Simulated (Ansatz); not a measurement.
L1₂ (Cu3Au-type) Pt3Ti was calculated with PBEsol+SOC (Ansatz, an electronic-structure program, PAW).

Numerical settings: plane-wave cutoff 520 eV, 16×16×16 k mesh, Fermi–Dirac smearing 0.03 eV (set by the program), PAW data made under PBE.

Computed at the level's own relaxed cell.

Elastic tensor (GPa, Voigt notation, ions relaxed):

```
  389.9   204.0   204.0     0.0     0.0     0.0
  204.0   389.9   204.0     0.0     0.0     0.0
  204.0   204.0   389.9     0.0     0.0     0.0
    0.0     0.0     0.0   154.1     0.0     0.0
    0.0     0.0     0.0     0.0   154.1     0.0
    0.0     0.0     0.0     0.0     0.0   154.1
```

Worked from these constants: the tetragonal shear constant is C′ = (C11 − C12)/2 = 92.9 GPa against C44 = 154.1 GPa, so the tetragonal shear is the softer. The Zener ratio C44/C′ is 1.66 (1 for an isotropic solid), and the Cauchy pressure C12 − C44 is 49.9 GPa. With C11 + 2C12 = 797.9 GPa all three Born conditions hold; they don't test modes at the zone boundary.

Static lattice: no zero-point or thermal effects.
